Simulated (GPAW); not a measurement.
GPAW run on I (Cmce, 4 atoms in the cell): self-consistent single point.

Method of the run: PBE, GPAW PAW datasets PBE (gpaw-data 1.0.1) (plane waves; GPAW).

The change in words: lattice scaled by 0.98. Reference geometry:
```yaml
crystal:
  lattice:
    - [2.40290, -3.64700, 0.00000]
    - [2.40290, 3.64700, 0.00000]
    - [0.00000, 0.00000, 9.82231]
  atoms:
    - { symbol: I, position: [0.84600, 0.84600, 0.88300] }
    - { symbol: I, position: [0.65400, 0.65400, 0.38300] }
    - { symbol: I, position: [0.34600, 0.34600, 0.61700] }
    - { symbol: I, position: [0.15400, 0.15400, 0.11700] }
```

Reference input (self-consistent single point, DFT PBE, plane waves, GPAW PAW datasets PBE (gpaw-data 1.0.1)): mode = pw; ecut = 550 eV; xc = PBE; kpts = 4 4 2; mesh shift (steps) = 0 0 0; occupations.name = fermi-dirac; occupations.width = 0.01 eV; nbands = -8; convergence.forces = 0.001 eV/Å; convergence.bands = -6; symmetry.symmorphic = false; symmetry.tolerance = 0.0005. This run's input differs from it in these lines:

```diff
@@ -5,5 +5,5 @@
 atoms = Atoms(['I', 'I', 'I', 'I'],
-              cell=[[2.402904, -3.646996, 0.000000],
-                    [2.402904, 3.646996, 0.000000],
-                    [0.000000, 0.000000, 9.822307]],
+              cell=[[2.354846, -3.574056, 0.000000],
+                    [2.354846, 3.574056, 0.000000],
+                    [0.000000, 0.000000, 9.625861]],
               scaled_positions=[[0.846000, 0.846000, 0.883000],
```

The program printed (abridged):

```
     iter     time        total  log10-change:
                         energy   eigst   dens  force
iter:   1 --:--:--    -5.924654   -0.53
iter:   2 --:--:--    -5.898154   -2.11  -1.12
iter:   3 --:--:--    -5.676259   -2.28  -1.15
iter:   4 --:--:--    -5.678092   -3.13  -1.73
iter:   5 --:--:--    -5.671983c  -3.46  -2.03
iter:   6 --:--:--    -5.674885c  -3.68  -2.32
iter:   7 --:--:--    -5.671064c  -4.32  -2.16
iter:   8 --:--:--    -5.670769c  -4.54  -2.68
iter:   9 --:--:--    -5.670686c  -5.34  -2.99
iter:  10 --:--:--    -5.670659c  -6.22  -3.24
iter:  11 --:--:--    -5.670660c  -7.28  -3.87
iter:  12 --:--:--    -5.670660c  -8.30c -3.93
iter:  13 --:--:--    -5.670660c  -7.77c -3.97
iter:  14 --:--:--    -5.670660c  -8.71c -4.46c
iter:  15 --:--:--    -5.670660c -10.08c -4.86c -4.16c
Converged after 15 iterations.

Dipole moment: (-0.000000, 0.000000, 0.000000) |e|*Ang

Energy contributions relative to reference atoms: (reference = -774163.182665)

Kinetic:        +18.144355
Potential:      -15.349498
External:        +0.000000
XC:              -8.439648
Entropy (-ST):   -0.000000
Local:           -0.025869
SIC:             +0.000000
--------------------------
Free energy:     -5.670660
Extrapolated:    -5.670660

Showing only first 2 kpts
 Kpt  Band  Eigenvalues  Occupancy
  0    12      2.83903    2.00000
  0    13      2.90650    2.00000
  0    14      4.37071    0.00000
  0    15      5.16116    0.00000

  1    12      2.87651    2.00000
  1    13      2.87651    2.00000
  1    14      4.55165    0.00000
  1    15      4.55165    0.00000

Fermi level: 3.72208

Gap: 1.252 eV
Transition (v -> c):
   [... lines left out ...]
Direct gap: 1.464 eV
   [... lines left out ...]
Energy (eV): -5.67066

Forces in eV/Ang:
  0 I    -0.49962    0.00000   -0.87069
  1 I     0.49962    0.00000   -0.87069
  2 I    -0.49962    0.00000    0.87069
  3 I     0.49962    0.00000    0.87069

Stress tensor:
    -0.014629     0.000000     0.000000
     0.000000    -0.010836     0.000000
     0.000000     0.000000    -0.027489
Stress (GPa, Voigt): [-2.3439 -1.7362 -4.4043  0.      0.      0.    ]
```

The run converged in 15 iterations. GPAW prints stress with tension positive. Against the reference run the free energy goes up by 29.5 meV/atom, the pressure goes from 1.01 to 2.83 GPa, the largest force goes from 0.508 to 1.004 eV/Å and the gap on the mesh goes from 1.155 to 1.252 eV.

The starting cell has typed, rounded lattice constants, without a prior relaxation at this level. Its lattice was rescaled by a random factor within 2.5 % of one. For this run, on top of that: lattice scaled by 0.98. Spin-orbit coupling is off. Forces in this geometry exceed 1 eV/Å.
